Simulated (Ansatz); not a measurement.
## ZrO2, pressure series

Consider ZrO2 in the fluorite structure (space group Fm-3m, No. 225; a = 5.0891 Å).

Cell and atoms are relaxed at each pressure.

Computed with Kohn–Sham DFT with the r2SCAN functional, run in Ansatz (a program for electronic structure) with PAW and 500 eV plane waves, without spin-orbit coupling, earlier PAW set.

Notes on the quantities. electron mass: degenerate bands, along [100].

```
change             shortest interatomic distance  smallest direct gap  band gap        electron mass
-----------------  -----------------------------  -------------------  --------  -------------------
base                                     2.204 Å              4.29 eV   3.89 eV  0.53, 2.1 mₑ (at Γ)
pressure −2 GPa                          2.209 Å              4.26 eV   3.86 eV  0.54, 2.1 mₑ (at Γ)
pressure −1 GPa                          2.207 Å              4.27 eV   3.87 eV  0.54, 2.1 mₑ (at Γ)
pressure 0.9 GPa                         2.201 Å              4.30 eV   3.90 eV  0.53, 2.1 mₑ (at Γ)
pressure 2.1 GPa                         2.198 Å              4.32 eV   3.91 eV  0.53, 2.1 mₑ (at Γ)
pressure 4.5 GPa                         2.191 Å              4.35 eV   3.94 eV  0.52, 2.0 mₑ (at Γ)
pressure 9 GPa                           2.180 Å              4.42 eV   3.99 eV  0.51, 2.0 mₑ (at Γ)
pressure 15 GPa                          2.165 Å              4.49 eV   4.05 eV  0.49, 2.0 mₑ (at Γ)
pressure 22.5 GPa                        2.149 Å              4.58 eV   4.11 eV  0.48, 1.9 mₑ (at Γ)
pressure 30 GPa                          2.134 Å              4.67 eV   4.17 eV  0.46, 1.9 mₑ (at Γ)
```

Load acts through the strain it causes; cell and atoms are relaxed under it. Masses are band curvatures over ±0.01 Å⁻¹ around the edge. Whether these cells are dynamically stable was not tested. No other phases were tried under pressure. This is not the structure that ZrO2 has at room temperature and ambient pressure.
